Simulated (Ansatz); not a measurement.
The reference is TiO2 in the anatase structure (space group I4_1/amd, No. 141; a = 3.778 Å, c = 9.584 Å). Axes: x, y, z lie along a, b, c of the conventional cell.

Method: r2SCAN (Ansatz, a quantum-chemistry and plane-wave program; PAW; 500 eV plane waves; spin-orbit coupling left out).

Base values:

| Item | Result |
|---|---|
| Band gap | 2.53 eV |

Now apply this change: uniaxial stress, 1 GPa compression along x, with the cell and atoms free to relax against it.

Problem. How does this affect the band gap and strain response?

Solution. The band gap rises by 0.02 eV (2.53 eV → 2.55 eV); the strain response (xx, yy, zz) is (−0.41, +0.08, +0.25) %.

Beyond what the load breaks, stability against distortions was not tested. All final runs are without spin polarisation.
